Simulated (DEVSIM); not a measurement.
System: Al0.4Ga0.6As/GaAs p-n heterojunction, at 350 K.

```csv
layer (left to right),material,thickness (μm),Nd (cm⁻³),Na (cm⁻³),τn (s),τp (s)
1,Al0.4Ga0.6As,0.150,-,2.2e17,4.5e-8,4.5e-8
2,GaAs,0.190,1.2e15,-,4.5e-8,4.5e-8
```

Left contact: ohmic. Right contact: ohmic. Voltage is applied to the left contact. Recombination: SRH at mid-gap, Auger. Mobility is constant in doping.

Constants are typed, rounded textbook-type inputs, not results; the design itself was drawn at random and stands for no fabricated device. Values at 300 K; Nc and Nv go as T^1.5, mobilities as T to minus their exponent, the gap by Varshni's rule with the affinity fixed.

```
parameter         Al0.4Ga0.6As      GaAs
----------------  ------------  --------
gap (eV)                1.9228     1.424
affinity (eV)            3.754      4.07
permittivity             11.76      12.9
Nc (cm⁻³)              7.93e17    4.7e17
Nv (cm⁻³)                 9e18      9e18
μn (cm²/Vs)               3220      8500
μp (cm²/Vs)                158       400
T exponent of μn           2.1       2.1
T exponent of μp           2.2       2.2
Cn (cm⁶/s)               1e-30     1e-30
Cp (cm⁶/s)               1e-30     1e-30
Varshni α (eV/K)      0.000541  0.000541
Varshni β (K)              204       204
```

Model (solved in DEVSIM): 1D drift-diffusion, Boltzmann statistics, complete ionisation; no tunnelling, impact ionisation, image-force lowering or self-heating. Band offsets follow the typed affinities; no thermionic-emission limit at abrupt steps, no polarisation charge.

The doping Nd of layer 2 was swept, all else fixed.

```tsv
doping Nd of layer 2 (cm^-3)	dark forward voltage at 1 A/cm² (V)	potential step across the device at zero bias (V)	dark forward voltage at 100 A/cm² (V)	largest field in the device at zero bias (V/cm)
3.6e13	0.625	1.172	0.793	92000
1.2e14	0.661	1.208	0.830	92000
3.6e14	0.694	1.242	0.863	93000
1.2e15	?	1.278	?	94000
3.6e15	0.769	1.311	0.939	95000
1.2e16	0.821	1.347	0.988	99000
3.6e16	0.881	1.380	1.033	120000
```

**Question.** Some entries are withheld; supply them.

**Answer.** 
- 1.2e15, dark forward voltage at 1 A/cm² (V): 0.732
- 1.2e15, dark forward voltage at 100 A/cm² (V): 0.901
